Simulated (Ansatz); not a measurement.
**How far to go with the k-point mesh at a smearing width of 0.02 eV: Ni (Fm-3m, 1 atom in the cell)**

```
CELL_PARAMETERS angstrom
      0.00000     1.75472     1.75472
      1.75472     0.00000     1.75472
      1.75472     1.75472     0.00000
ATOMIC_POSITIONS crystal
  Ni 0.00000 0.00000 0.00000
```
Moments meant for the start (each program seeds them in its own way; μB, in the order of the atoms Ni): 1.0.

Method: PBE (plane waves, PAW; Ansatz, a quantum-chemistry and plane-wave program).

Base settings: basis.ecutwfc = 420 eV; kpoints.mp_grid.grid = 16 16 16; hamiltonian.xc = pbe; hamiltonian.pseudopotentials = {kind: paw} (the program's default PAW files); magnetization.spin_polarized = true; scf.occupations.method = gaussian; scf.occupations.width = 0.1 eV.

In this ladder: scf.occupations.width = 0.02 eV.

Only quantities that move along the ladder and can be compared are tabulated.

The count of work is k-points × plane waves × bands × iterations; it is no time. 

The starting cell has typed, rounded lattice constants, without a prior relaxation at this level. Its lattice was rescaled by up to half a per cent. With one magnetic atom in the cell only a parallel order is possible. Ansatz's pressure includes its estimate of the finite-basis (Pulay) stress.

```tsv
kpoints.mp_grid.grid	free energy less the last step's (meV/atom)	pressure (GPa)	net moment (μB/atom)	count of work / last
6 6 6	-24.90	0.66	0.639	0.010
7 7 7	12.77	3.11	0.845	0.015
8 8 8	0.46	1.76	0.699	0.018
10 10 10	-3.17	2.08	0.734	0.033
12 12 12	-0.11	1.96	0.691	0.045
14 14 14	3.77	1.23	0.585	0.085
18 18 18	-1.76	1.38	0.623	0.15
21 21 21	0.72	1.40	0.618	0.27
31 31 31	0.07	1.60	0.653	0.72
38 38 38	0.00	1.59	0.648	1.0
```

Coarsest kpoints.mp_grid.grid that holds the pressure within 1 GPa of the last step, with all finer ones: 8 8 8, at 0.018 of the last step's count of work; the step before is off by 1.5 GPa.

Coarsest kpoints.mp_grid.grid that holds the net moment within 0.02 μB/atom of the last step, with all finer ones: 31 31 31; the step before is off by 0.030 μB/atom.

Coarsest kpoints.mp_grid.grid that holds the free energy within 2 meV/atom of the last step, with all finer ones: 18 18 18, at 0.15 of the last step's count of work; the step before is off by 3.8 meV/atom.

Keys are those of Ansatz 0.2.
